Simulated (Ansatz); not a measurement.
Take TiAl (space group P4/mmm, No. 123; a = 2.8127 Å, c = 4.0616 Å; relaxed with 0.1 eV smearing) as the base. Axes: x, y, z lie along a, b, c of the conventional cell.

Level of theory: r2SCAN (Ansatz, a program for electronic structure; PAW; 500 eV plane waves; without spin-orbit coupling).

Now apply this change: uniaxial strain ε_xx = +0.50 %, all other strain components held at zero; the atoms relax in the strained cell.

Problem. Predict the new stress.

Solution. The stress (xx, yy, zz, yz, xz, xy; compression positive) amounts to (-1.1, -0.3, -0.4, 0.0, 0.0, 0.0) GPa.

Stability against distortions was not tested. The final runs are not spin-polarised.
